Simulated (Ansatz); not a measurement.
## Evanescent states of CuI (F-43m, zinc blende, 2 atoms a cell, 26.6 Å³ an atom) along the normal of (001)

The numbers are results of r2SCAN (plane waves, PAW; Ansatz, a program for electronic structure), not measurements.

The gap is the functional's own. No spin-orbit coupling. Mid-gap values are those at the computed energy nearest the middle.

Energies count from the valence-band top; κ is the least over a 8×8 mesh across the current.

```
E (eV)  κ (1/Å)  where
------  -------  -----
0.05      0.060      Γ
0.15      0.098      Γ
0.25      0.120      Γ
0.35      0.135      Γ
0.45      0.145      Γ
0.55      0.152      Γ
0.65      0.156      Γ
0.75      0.157      Γ
0.85      0.157      Γ
0.95      0.154      Γ
1.05      0.150      Γ
1.15      0.144      Γ
1.25      0.136      Γ
1.35      0.125      Γ
1.45      0.111      Γ
1.55      0.093      Γ
1.65      0.067      Γ
```

Problem. How thick must the barrier be to attenuate the transmission by 10^4 when the electrodes' Fermi level lies at 1.05 eV, and what attenuation does that film give at 1.45 eV?

Solution. d = 4 ln 10 / (2 × 0.150) = 30.7 Å. At 1.45 eV it gives 4 × 0.111/0.150 = 3.0 decades.
